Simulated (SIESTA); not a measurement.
Input and output of a self-consistent single point for PbO (P1, 8 atoms in the cell) (SIESTA).

Computed with GGA PBEsol, numerical atomic orbitals DZP, PseudoDojo PBEsol standard norm-conserving potentials (rewritten from UPF to PSML) (SIESTA).

```yaml
crystal:
  lattice:
    - [5.79079, 0.00000, 0.00000]
    - [0.00000, 5.95512, 0.00000]
    - [0.00000, 0.00000, 5.45170]
  atoms:
    - { symbol: Pb, position: [0.48740, 0.26743, 0.75707] }
    - { symbol: Pb, position: [0.51923, 0.71735, 0.25782] }
    - { symbol: Pb, position: [0.01842, 0.27367, 0.24349] }
    - { symbol: Pb, position: [0.96935, 0.72986, 0.74024] }
    - { symbol: O, position: [0.11507, 0.37564, 0.87730] }
    - { symbol: O, position: [0.88907, 0.61646, 0.35699] }
    - { symbol: O, position: [0.38629, 0.39548, 0.37111] }
    - { symbol: O, position: [0.61516, 0.62411, 0.87410] }
```

Reference input (self-consistent single point, DFT, GGA PBEsol, numerical atomic orbitals DZP, PseudoDojo PBEsol standard norm-conserving potentials (rewritten from UPF to PSML)): XC.functional = GGA; XC.authors = PBEsol; potentials = PseudoDojo PBEsol standard; PAO.BasisSize = DZP; PAO.EnergyShift = 0.01 Ry; MeshCutoff = 300 Ry; kgrid.MonkhorstPack = 3 3 3; OccupationFunction = FD; ElectronicTemperature = 116.05 K; MaxSCFIterations = 150; SCF.Mixer.Method = Pulay; SCF.Mixer.Weight = 0.1. This run's input differs from it in these lines:

```diff
@@ -34,5 +34,5 @@
 %block kgrid.MonkhorstPack
-    3   0   0  0.0
-    0   3   0  0.0
-    0   0   3  0.0
+    5   0   0  0.0
+    0   5   0  0.0
+    0   0   5  0.0
 %endblock kgrid.MonkhorstPack
```

Output, abridged:

```
        iscf     Eharris(eV)        E_KS(eV)     FreeEng(eV)     dDmax    Ef(eV) dHmax(eV)
   scf:    1    -9361.800747    -9371.271489    -9371.271489  0.418898 -5.741959 11.222615
   scf:    2    -9384.027572    -9378.245017    -9378.245017  0.049076 -5.061538  6.831898
   scf:    3    -9383.559010    -9382.952780    -9382.952780  0.081101 -4.047814  1.744994
   scf:    4    -9375.980397    -9380.792433    -9380.792433  0.110039 -4.973248  5.611050
   scf:    5    -9384.251463    -9383.242778    -9383.242778  0.057081 -4.503706  0.846278
   [... 5 lines left out ...]
   scf:   11    -9383.304403    -9383.304412    -9383.304412  0.000310 -4.478892  0.007165
   scf:   12    -9383.304419    -9383.304416    -9383.304416  0.000142 -4.477911  0.001762
   scf:   13    -9383.304418    -9383.304417    -9383.304417  0.000122 -4.477231  0.000262
   scf:   14    -9383.304417    -9383.304417    -9383.304417  0.000003 -4.477203  0.000241
SCF Convergence by DM+H criterion
max |DM_out - DM_in|         :     0.0000028234
max |H_out - H_in|      (eV) :     0.0002406621
SCF cycle converged after 14 iterations

Using DM_out to compute the final energy and forces

siesta: E_KS(eV) =            -9383.3044

siesta: E_KS - E_eggbox =     -9383.3044

siesta: Atomic forces (eV/Ang):
     1   -0.656357    1.113335   -0.135914
     2    0.342256    0.678273   -0.036082
     3    0.368743    0.224564    0.775078
     4    0.203604   -0.757083    0.372692
     5    0.376399    0.373253   -0.980970
     6   -0.167279    0.104629    0.105890
     7   -0.395906   -1.247628    0.417957
     8   -0.075632   -0.492340   -0.521191
   Tot   -0.004172   -0.002997   -0.002542
   Max    1.247628
   Res    0.559358    sqrt( Sum f_i^2 / 3N )
   Max    1.247628    constrained

   [... lines left out ...]
siesta: FreeEng =     -9383.304417
siesta: Cell volume =        188.001053 Ang**3
siesta:         -33.78384138        -12.80923713  kBar
   [... lines left out ...]

mulliken: Qtot =       80.000

Mulliken Atomic Populations:
Atom #   charge [q] valence [e]  Species
     1     0.436686   13.563314  Pb
     2     0.426617   13.573383  Pb
     3     0.434660   13.565340  Pb
     4     0.444840   13.555160  Pb
     5    -0.423799    6.423799  O
     6    -0.443584    6.443584  O
     7    -0.439900    6.439900  O
     8    -0.435520    6.435520  O
 Total    -0.000000
```

The run converged in 14 iterations. Against the reference run the free energy drops by 1.4 meV/atom, the pressure stays at -3.38 GPa, the largest force moves little (1.369 to 1.374 eV/Å) and the gap on the mesh goes from 2.149 to 2.055 eV.

The starting cell comes from a database of computed structures (which also holds hypothetical and non-ambient phases and stackings), without a prior relaxation at this level. Its atoms were displaced at random from the sites of space group no. 29. Spin-orbit coupling is off. Values carry the incompleteness of an atom-centred basis. With a pressure of about -3 GPa the cell is away from its equilibrium volume at this level. Forces in this geometry exceed 1 eV/Å.

Cost on one core of a shared machine: roughly 40 s.
